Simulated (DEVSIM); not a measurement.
System: Pd/Si3N4/p-Ge capacitor, at 300 K.

| layer (left to right) | material | thickness (nm) | Na (cm⁻³) |
|---|---|---|---|
| 1 | Si3N4 | 3.30 | - |
| 2 | Ge | 1900 | 1e17 |

Metal gate on the left, work function 5.2 eV. Fixed charge at the semiconductor interface 3.6e10 cm⁻² (in units of +e); no interface traps.

The device is made up for the run: typed textbook-type constants, with dimensions and the other settings drawn at random. Values at 300 K.

| parameter | Si3N4 | Ge |
|---|---|---|
| gap (eV) | 5.1 | 0.664 |
| affinity (eV) | 2.1 | 4 |
| permittivity | 7.5 | 16 |
| Nc (cm⁻³) | - | 1.04e19 |
| Nv (cm⁻³) | - | 6e18 |

DEVSIM, 1D Poisson equation in equilibrium, Boltzmann statistics, complete ionisation; no quantum confinement or tunnelling. Metal contacts follow the ideal Schottky-Mott rule: no Fermi-level pinning, no interface dipoles.

Q: Tabulate band edges, carrier densities and field at 0.95 V on the gate.

A: Energies count from the Fermi level of the right contact; mesh points crowd at the junctions.

```
x (μm)     Ec (eV)  Ev (eV)  n (cm⁻³)  p (cm⁻³)  field (V/cm)
---------  -------  -------  --------  --------  ------------
0.000        2.150   -2.950     < 1e2     < 1e2        150000
0.0008757    2.163   -2.937     < 1e2     < 1e2        150000
0.001920     2.178   -2.922     < 1e2     < 1e2        150000
0.002882     2.192   -2.908     < 1e2     < 1e2        150000
0.004204     0.305   -0.359    7.9e13    5.5e12         72000
0.006204     0.319   -0.345    4.6e13    9.6e12         69000
0.01014      0.345   -0.319    1.6e13    2.7e13         65000
0.02279      0.419   -0.245    9.7e11    4.5e14         51000
0.04279      0.498   -0.166    4.5e10    9.7e15         29000
0.08490      0.553   -0.111     5.4e9    8.2e16          3400
0.1650       0.558   -0.106     4.4e9    1.0e17            19
0.4086       0.558   -0.106     4.4e9    1.0e17           ≈ 0
0.8296       0.558   -0.106     4.4e9    1.0e17           ≈ 0
1.332        0.558   -0.106     4.4e9    1.0e17           ≈ 0
1.675        0.558   -0.106     4.4e9    1.0e17           ≈ 0
1.792        0.558   -0.106     4.4e9    1.0e17           ≈ 0
1.847        0.558   -0.106     4.4e9    1.0e17           ≈ 0
1.876        0.558   -0.106     4.4e9    1.0e17           ≈ 0
1.893        0.558   -0.106     4.4e9    1.0e17           ≈ 0
1.899        0.558   -0.106     4.4e9    1.0e17           ≈ 0
1.902        0.558   -0.106     4.4e9    1.0e17           ≈ 0
1.903        0.558   -0.106     4.4e9    1.0e17           ≈ 0
```
